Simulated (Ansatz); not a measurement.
The starting structures come from a database of crystals and need not be the phases stable at ambient conditions.

Inside the gap of an insulator the Bloch states are evanescent, with a wavenumber k + iκ along the transport direction.

Consider the following.

```yaml
crystal:
  lattice:
    - [7.37394, -0.04501, -0.04225]
    - [0.45257, 7.36018, -0.04225]
    - [2.75970, 2.57939, 2.42121]
  atoms:
    - { symbol: Na, position: [0.33333, 0.66667, 0.94700] }
    - { symbol: Na, position: [0.66667, 0.33333, 0.05300] }
    - { symbol: H, position: [0.81480, 0.67188, 0.09820] }
    - { symbol: H, position: [0.18520, 0.32812, 0.90180] }
    - { symbol: H, position: [0.32812, 0.14292, 0.11385] }
    - { symbol: H, position: [0.67188, 0.85708, 0.88615] }
    - { symbol: H, position: [0.85708, 0.18520, 0.54262] }
    - { symbol: H, position: [0.14292, 0.81480, 0.45738] }
    - { symbol: Pt, position: [0.00000, 0.00000, 0.00000] }
    - { symbol: O, position: [0.71905, 0.70058, 0.32920] }
    - { symbol: O, position: [0.28095, 0.29942, 0.67080] }
    - { symbol: O, position: [0.29942, 0.01847, 0.43094] }
    - { symbol: O, position: [0.70058, 0.98153, 0.56906] }
    - { symbol: O, position: [0.98153, 0.28095, 0.48636] }
    - { symbol: O, position: [0.01847, 0.71905, 0.51364] }
```

The cell was relaxed by PBE-D3(BJ); by r2SCAN it stands under a pressure of -2.1 GPa.

Transport runs along the normal of the first two printed cell vectors, the (111) plane of the conventional cell.

The gap is the functional's own, uncorrected, and κ follows it; spin-orbit coupling is left out. Mid-gap means the computed energy nearest the middle.

Q: Compute, with r2SCAN (Ansatz, a program for electronic structure), the band gap and the smallest decay constant κ at mid-gap.

A: Gap 2.96 eV on a 12×12×12 mesh; κ = 0.457 1/Å, at the zone centre.
